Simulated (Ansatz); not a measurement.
## Migration barriers: N vacancy in beta Si3N4, charge state +1

Consider N vacancy in beta Si3N4, charge state +1. All values below come from PBE, PAW (plane waves to 420 eV; Ansatz, a quantum-chemistry and plane-wave program).

84-site cell at the relaxed PBE lattice, the Γ point alone, smearing 0.01 eV, spin-restricted, no finite-size correction. No zero-point or tunnelling terms. The charge state is imposed; whether it is stable for some Fermi level was not computed. Forms of the defect that were not tried may lie lower. The order of the sites in energy changes with the mesh.

Barriers: single points on a 2×2×2 k-point mesh shifted by half a step along c at the bands' geometries (they differ from the bands' own by up to 0.21 eV, and are uncertain by about as much).

```csv
Route,Start site over the lowest site run (eV),Hop (Å),Forward barrier (eV),Backward barrier (eV),Neighbours at the start,Neighbours at the saddle,Saddle order,"Forward, on the band's own sampling (eV)"
one N atom jumps into the vacancy from a nearby N site (strongly reconstructed ends),0.00,2.85,3.87,3.70,"Si at 1.73, 2 Si at 1.76 Å","Si at 1.65, Si at 1.77 Å","not checked, on a symmetry element",3.75
one N atom jumps into the vacancy from a nearby N site (strongly reconstructed ends),0.00,2.83,5.01,4.88,"Si at 1.73, Si at 1.75, Si at 1.77 Å","Si at 1.69, Si at 1.97, Si at 2.02 Å",not checked,4.79
one N atom jumps into the vacancy from a nearby N site (strongly reconstructed ends),0.00,2.85,5.11,4.94,"Si at 1.73, Si at 1.75, Si at 1.77 Å","Si at 1.68, 2 Si at 2.01 Å",not checked,4.97
```

Paths come from climbing-image nudged elastic band runs.  A band can be held on a symmetry element, so unchecked saddle points there may be too high. A further band (one N atom jumps into the vacancy from a nearby N site, 2.88 Å) gave 4.25 eV forward on its own sampling, 4.40 eV above the lowest site run, but a shoulder points to a second hump between its images, so it is not taken as a result. A further band (one N atom jumps into the vacancy from a nearby N site, 2.77 Å) gave 3.70 eV forward on its own sampling, 3.70 eV above the lowest site run, but a shoulder points to a second hump between its images, so it is not taken as a result. 1 more band(s) gave no usable saddle point.
